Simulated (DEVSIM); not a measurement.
Structure: TaN/SiON/p-In0.53Ga0.47As capacitor, at 250 K.

Layer 1 from the left is SiON, thickness (nm) 23.0. Layer 2 from the left is In0.53Ga0.47As, thickness (nm) 7400, Na (cm⁻³) 5.9e15.

Metal gate on the left, work function 4.4 eV. Fixed charge at the semiconductor interface -8.8e10 cm⁻² (in units of +e); no interface traps.

Constants are typed, rounded textbook-type inputs, not results; the design itself was drawn at random and stands for no fabricated device. Values at 300 K; Nc and Nv go as T^1.5, mobilities as T to minus their exponent, the gap by Varshni's rule with the affinity fixed.

SiON: gap (eV) 7, affinity (eV) 1.4, permittivity 5.5. In0.53Ga0.47As: gap (eV) 0.74, affinity (eV) 4.51, permittivity 13.9, Nc (cm⁻³) 2.1e17, Nv (cm⁻³) 7.7e18, Varshni α (eV/K) 0.00035, Varshni β (K) 190.

Simulated with DEVSIM: 1D Poisson equation in equilibrium, Boltzmann statistics, complete ionisation; no quantum confinement or tunnelling. Metal contacts follow the ideal Schottky-Mott rule: no Fermi-level pinning, no interface dipoles.

Question: What does the simulation give for the threshold voltage (band bending 2φF), the flat-band voltage?

Answer: threshold voltage (band bending 2φF) 0.05 V; flat-band voltage -0.65 V.
